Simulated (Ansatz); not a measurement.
For SiGe (model structure, started from the WC type, P-6m2, No. 187, 2 atoms in the cell), LDA in Ansatz (plane waves, PAW) gives:

lattice constant a: 3.541 Å
c axis length: 3.200 Å
bulk modulus B0: 75.6 GPa
cohesive energy: 4.58 eV/atom

Question: What does PBE in Ansatz (PAW) give for the same quantities?

Answer: 
- lattice constant a: 3.667 Å (goes up by 3.6 %)
- lattice parameter c: 3.185 Å (shrinks by 0.5 %)
- bulk modulus: 69.0 GPa (decreases by 8.7 %)
- cohesive energy: 3.73 eV/atom (drops by 0.85 eV/atom)

Changes are worked out from the printed values.

Unless a cell is named, each level is at its own relaxed cell (LDA 17.37, PBE 18.54 Å³/atom).

Caveats: the bulk modulus is −V dP/dV from two relaxed cells at ±2 % in volume (LDA, PBE). Ansatz's density-functional and Hartree–Fock values are scalar-relativistic unless marked +SOC, with PAW data made under PBE.

A model structure was made by putting elements into a prototype or built by hand; it is no filed structure, need not be a known phase, and can be a saddle point held by its symmetry.

Ansatz is an electronic-structure program.
